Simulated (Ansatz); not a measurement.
**Variants of one calculation on BeO2H2 (P2_12_12_1, 20 atoms in the cell)**

```
Be(HO)2
1.0
    4.50198     0.00000     0.00000
    0.00000     4.59375     0.00000
    0.00000     0.00000     6.99004
Be O H
4 8 8
Direct
  0.03040   0.70730   0.62590
  0.46960   0.29270   0.12590
  0.53040   0.79270   0.37410
  0.96960   0.20730   0.87410
  0.19150   0.10590   0.04260
  0.30850   0.89410   0.54260
  0.69150   0.39410   0.95740
  0.80850   0.60590   0.45740
  0.15710   0.42180   0.73160
  0.34290   0.57820   0.23160
  0.65710   0.07820   0.26840
  0.84290   0.92180   0.76840
  0.26860   0.09580   0.55770
  0.23140   0.90420   0.05770
  0.76860   0.40420   0.44230
  0.73140   0.59580   0.94230
  0.35310   0.43720   0.77900
  0.14690   0.56280   0.27900
  0.85310   0.06280   0.22100
  0.64690   0.93720   0.72100
```

Base run A: PBEsol, default PAW files made with PBE (Ansatz, an electronic-structure program), self-consistent single point.

Its settings: kpoints.mp_grid.grid = 4 4 3; kpoints.mp_grid.shift = 0.5 0.5 0.5; hamiltonian.xc = pbesol; hamiltonian.pseudopotentials = {kind: paw} (the program's default PAW files); scf.occupations.method = cold; scf.occupations.width = 0.1 eV.

The starting cell comes from a database of published, mostly measured structures (it also holds non-ambient and calculated ones), without a prior relaxation at this level. Its lattice was rescaled by a random factor within 2.5 % of one. In the base run, with a pressure of about 7 GPa the cell is away from its equilibrium volume at this level. In the base run, forces exceed 1 eV/Å. Ansatz's pressure includes its estimate of the finite-basis (Pulay) stress. The shifted mesh does not hold Γ, so a gap read on it misses any band edge there.

ΔF is the free energy per atom less that of run A. A dash stands where there is no value to compare (another energy zero or no entropy term, no result, no spin, no clean gap, or a mesh too coarse for one). Total energies depend on the potentials, the functional and any Hubbard or dispersion term, so they are compared only between runs that share all of them.

```json
[
 {"run": "A", "change": "base", "ΔF (meV/atom)": "0.00", "pressure (GPa)": "6.58", "largest force (eV/Å)": "1.936", "gap on the mesh (eV)": "6.047", "k-points": "8"},
 {"run": "B", "change": "hamiltonian.dispersion: default → d3bjatm [PBEsol-D3BJ-ATM]", "ΔF (meV/atom)": "–", "pressure (GPa)": "5.43", "largest force (eV/Å)": "1.937", "gap on the mesh (eV)": "6.047", "k-points": "8"},
 {"run": "C", "change": "scf.convergence.dr2_threshold: default (1e-07 eV) → 0.001 eV", "ΔF (meV/atom)": "0.00", "pressure (GPa)": "6.57", "largest force (eV/Å)": "1.935", "gap on the mesh (eV)": "6.049", "k-points": "8"},
 {"run": "D", "change": "kpoints.mp_grid.grid: 4 4 3 → 4 4 2", "ΔF (meV/atom)": "-0.02", "pressure (GPa)": "6.57", "largest force (eV/Å)": "1.936", "gap on the mesh (eV)": "6.233", "k-points": "4"},
 {"run": "E", "change": "hamiltonian.xc: pbesol → r2scan [r2SCAN]", "ΔF (meV/atom)": "–", "pressure (GPa)": "4.96", "largest force (eV/Å)": "1.265", "gap on the mesh (eV)": "6.769", "k-points": "8"},
 {"run": "F", "change": "scf.occupations.width: 0.1 eV → 0.025 eV", "ΔF (meV/atom)": "0.00", "pressure (GPa)": "6.57", "largest force (eV/Å)": "1.936", "gap on the mesh (eV)": "6.048", "k-points": "8"},
 {"run": "G", "change": "scf.mixing.algorithm: default (the program chose MSR1) → msr1; scf.mixing.ndim: default → 3", "ΔF (meV/atom)": "0.00", "pressure (GPa)": "6.58", "largest force (eV/Å)": "1.936", "gap on the mesh (eV)": "6.048", "k-points": "8"},
 {"run": "H", "change": "scf.self_checks: default → high", "ΔF (meV/atom)": "0.00", "pressure (GPa)": "6.58", "largest force (eV/Å)": "1.936", "gap on the mesh (eV)": "6.047", "k-points": "8"},
 {"run": "I", "change": "scf.mixing.algorithm: default (the program chose MSR1) → broyden; scf.mixing.beta: default → 0.2", "ΔF (meV/atom)": "0.00", "pressure (GPa)": "6.57", "largest force (eV/Å)": "1.936", "gap on the mesh (eV)": "6.048", "k-points": "8"}
]
```

Run B against A: The pressure goes from 6.58 to 5.43 GPa, the largest force moves little (1.936 to 1.937 eV/Å) and the gap on the mesh stays at 6.047 eV.

Run D against A: The free energy stays essentially unchanged (within 1 meV/atom), the pressure hardly changes (6.58 to 6.57 GPa), the largest force stays at 1.936 eV/Å and the gap on the mesh goes from 6.047 to 6.233 eV.

Keys are those of Ansatz 0.2.
